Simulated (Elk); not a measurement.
A self-consistent single point of Si₂Mo (I4/mmm, 3 atoms in the cell) with Elk.

Level of theory: LDA (PW92), all-electron FP-LAPW, Elk's shipped species files, APW+lo basis with extra local orbitals in Elk.

```yaml
crystal:
  lattice:
    - [-1.62424, 1.62424, 3.96203]
    - [1.62424, -1.62424, 3.96203]
    - [1.62424, 1.62424, -3.96203]
  atoms:
    - { symbol: Si, position: [0.66457, 0.66457, 0.00000] }
    - { symbol: Si, position: [0.33543, 0.33543, 0.00000] }
    - { symbol: Mo, position: [0.00000, 0.00000, 0.00000] }
```

Reference input (self-consistent single point, DFT, PBE, all-electron FP-LAPW, Elk's shipped species files, APW+lo basis with extra local orbitals): xctype = 20; rgkmax = 7.5; swidth = 0.00367493 Ha; ngridk = 11 11 11; tforce = true; gmaxvr = 18 1/bohr; lmaxapw = 10; lmaxo = 8; nxlo = 2; lorbcnd = true; lradstp = 2; nrmtscf = 2. This run's input differs from it in these lines:

```diff
@@ -2,5 +2,2 @@
   0
-
-xctype
-  20
```

Output (repeated stretches shortened):

```
│ Self-consistent loop started │
│ Loop number : 1 │
 total energy                :     -4618.91232148
│ Loop number : 2 │
 total energy                :     -4619.30598884
RMS change in Kohn-Sham potential (target) :   0.1270236847     (  0.1000000000E-05)
Absolute change in total energy (target)   :   0.3936673551     (  0.1000000000E-03)
│ Loop number : 3 │
 total energy                :     -4621.51531310
RMS change in Kohn-Sham potential (target) :   0.9166949146E-01 (  0.1000000000E-05)
Absolute change in total energy (target)   :    2.307741102     (  0.1000000000E-03)
│ Loop number : 4 │
   [... lines left out ...]
Absolute change in total energy (target)   :   0.9148696890E-03 (  0.1000000000E-03)
│ Loop number : 15 │
 total energy                :     -4623.57890739
RMS change in Kohn-Sham potential (target) :   0.2792066686E-06 (  0.1000000000E-05)
Absolute change in total energy (target)   :   0.2466551423E-03 (  0.1000000000E-03)
│ Loop number : 16 │
 total energy                :     -4623.57888446
RMS change in Kohn-Sham potential (target) :   0.3658555956E-07 (  0.1000000000E-05)
Absolute change in total energy (target)   :   0.3873633796E-04 (  0.1000000000E-03)
Convergence targets achieved

│ Loop number : 17 │

Energies :
 Fermi                       :     0.429480504142
 total energy                :     -4623.57888347

Density of states at Fermi energy :    9.201416334
 (states/Hartree/unit cell)

Estimated indirect band gap :   0.2957909384E-02
 from k-point    105 to k-point    121
Estimated direct band gap   :   0.1504811429E-01
 at k-point    123

Charges :
 core                        :    48.00000000
 valence                     :    22.00000000
 interstitial                :    5.066948968
 muffin-tins (core leakage)
  species :    1 (Si)
   atom    1                 :    12.17495931     (  0.1719609072E-02)
   atom    2                 :    12.17495931     (  0.1719609072E-02)
  species :    2 (Mo)
   atom    1                 :    40.58313242     (  0.4717283879E-06)
   [... lines left out ...]
   total force               :     0.00000000    0.00000000    0.00217054
   total magnitude           :     0.00217054
 species :    2 (Mo)
  atom :    1
   Hellmann-Feynman          :     0.00000000    0.00000000   -0.00000000
   IBS                       :     0.00000000    0.00000000    0.00000000
   total force               :     0.00000000    0.00000000    0.00000000
   total magnitude           :     0.00000000
```

The run converged in 17 iterations. The count includes the last loop, which Elk runs after its targets are met. 

The starting cell comes from a database of computed structures (which also holds hypothetical and non-ambient phases and stackings), without a prior relaxation at this level. Its lattice was rescaled by a random factor within 2.5 % of one. Spin polarisation is off. Values depend on the basis (sphere radii, cutoffs, local orbitals), which need not be converged. The log's line on a gap gives a spacing of levels on this mesh, which the program prints for metals too.

Cost on one core of a shared machine: roughly 5 min.
